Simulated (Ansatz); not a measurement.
System: AlB2-type HfB2. Method: LDA (Ansatz, a first-principles code, plane waves, PAW).

Run with plane-wave cutoff 520 eV, 18×18×12 k mesh (along the axes of the cell as run), Fermi–Dirac smearing 0.1 eV, perturbation theory, scalar-relativistic PAW data made under PBE.

Computed at the level's own relaxed cell.

```
HfB2
1.0
    3.10346     0.00000     0.00000
   -1.55173     2.68767     0.00000
    0.00000     0.00000     3.42117
Hf B
1 2
Direct
  0.00000   0.00000   0.00000
  0.66667   0.33333   0.50000
  0.33333   0.66667   0.50000
```

Harmonic phonon frequencies (cm⁻¹; i marks an imaginary mode):

```
q point                          frequencies
-------  -----------------------------------
Γ              0 0 0 457 457 486 563 833 833
M        171 178 218 533 556 557 756 758 766
K        187 198 198 564 564 656 693 693 810
```

No imaginary mode appears at these points.
